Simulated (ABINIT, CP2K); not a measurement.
A CP2K input for a self-consistent single point of VCu3S4 (P-43m, 8 atoms in the cell) (DFT PBEsol, GPW, DZVP-MOLOPT-SR-GTH basis, GTH-PBE potentials (GTH_POTENTIALS)):

```
&GLOBAL
  PROJECT scf
  RUN_TYPE ENERGY_FORCE
  PRINT_LEVEL MEDIUM
&END GLOBAL
&FORCE_EVAL
  METHOD Quickstep
  STRESS_TENSOR ANALYTICAL
  &DFT
    BASIS_SET_FILE_NAME BASIS_MOLOPT
    POTENTIAL_FILE_NAME GTH_POTENTIALS
    &QS
      METHOD GPW
      EPS_DEFAULT 1E-11
    &END QS
    &MGRID
      CUTOFF 600
      REL_CUTOFF 40
      NGRIDS 5
    &END MGRID
    &SCF
      SCF_GUESS ATOMIC
      EPS_SCF 1E-6
      MAX_SCF 100
      ADDED_MOS 12
      &DIAGONALIZATION
        ALGORITHM STANDARD
      &END DIAGONALIZATION
      &MIXING
        METHOD BROYDEN_MIXING
        ALPHA 0.2
        NBUFFER 12
        BETA 1.5
      &END MIXING
      &SMEAR ON
        METHOD FERMI_DIRAC
        ELECTRONIC_TEMPERATURE [K] 580.23
      &END SMEAR
    &END SCF
    &KPOINTS
      SCHEME MONKHORST-PACK 5 5 5
    &END KPOINTS
    &XC
      &XC_FUNCTIONAL
        &PBE
          PARAMETRIZATION PBESOL
        &END PBE
      &END XC_FUNCTIONAL
    &END XC
    &PRINT
      &MO
        EIGENVALUES T
        OCCUPATION_NUMBERS T
        NDIGITS 8
        FILENAME mo
        &EACH
          QS_SCF 0
        &END EACH
        ADD_LAST NUMERIC
      &END MO
      &MULLIKEN ON
      &END MULLIKEN
    &END PRINT
  &END DFT
  &SUBSYS
    &CELL
      A 5.36988000 0.00000000 0.00000000
      B 0.00000000 5.36988000 0.00000000
      C 0.00000000 0.00000000 5.36988000
      PERIODIC XYZ
    &END CELL
    &COORD
      V        0.00000000     0.00000000     0.00000000
      Cu       0.00000000     2.68494000     0.00000000
      Cu       2.68494000     0.00000000     0.00000000
      Cu       0.00000000     0.00000000     2.68494000
      S        4.09678885     1.27309115     4.09678885
      S        1.27309115     1.27309115     1.27309115
      S        1.27309115     4.09678885     4.09678885
      S        4.09678885     4.09678885     1.27309115
    &END COORD
    &KIND V
      BASIS_SET DZVP-MOLOPT-SR-GTH
      POTENTIAL GTH-PBE-q13
    &END KIND
    &KIND Cu
      BASIS_SET DZVP-MOLOPT-SR-GTH
      POTENTIAL GTH-PBE-q11
    &END KIND
    &KIND S
      BASIS_SET DZVP-MOLOPT-SR-GTH
      POTENTIAL GTH-PBE-q6
    &END KIND
  &END SUBSYS
  &PRINT
    &FORCES ON
    &END FORCES
    &STRESS_TENSOR ON
    &END STRESS_TENSOR
  &END PRINT
&END FORCE_EVAL
```

Task: Translate this input to ABINIT.

Result: One input that does it (others would too):

```
# VCu3S4, JTH v2.0 PBE PAW
pp_dirpath "./"
pseudos "V.GGA_PBE-JTH.xml, Cu.GGA_PBE-JTH.xml, S.GGA_PBE-JTH.xml"
acell 10.1476025221 10.1476025221 10.1476025221
rprim
         1.0000000000    0.0000000000    0.0000000000
         0.0000000000    1.0000000000    0.0000000000
         0.0000000000    0.0000000000    1.0000000000
natom 8
ntypat 3
znucl 23 29 16
typat 1 2 2 2 3 3 3 3
xcart
         0.0000000000    0.0000000000    0.0000000000
         0.0000000000    5.0738012611    0.0000000000
         5.0738012611    0.0000000000    0.0000000000
         0.0000000000    0.0000000000    5.0738012611
         7.7418089162    2.4057936059    7.7418089162
         2.4057936059    2.4057936059    2.4057936059
         2.4057936059    7.7418089162    7.7418089162
         7.7418089162    7.7418089162    2.4057936059
ecut 816 eV
pawecutdg 1633 eV
pawxcdev 0
ixc -116133
occopt 3
tsmear 0.05 eV
nband 59
kptopt 1
ngkpt 5 5 5
nshiftk 1
shiftk 0 0 0
nstep 60
toldfe 1.0e-09
prtwf 0
prtden 0
prtvol 1
enunit 1
```

Basis, cutoffs, solver keys and any potentials are the target program's own. This input uses DFT, PBEsol, plane waves, PAW (JTH v2.0 PBE PAW, files made for PBE).

The starting cell comes from a database of computed structures (which also holds hypothetical and non-ambient phases and stackings), without a prior relaxation at this level.
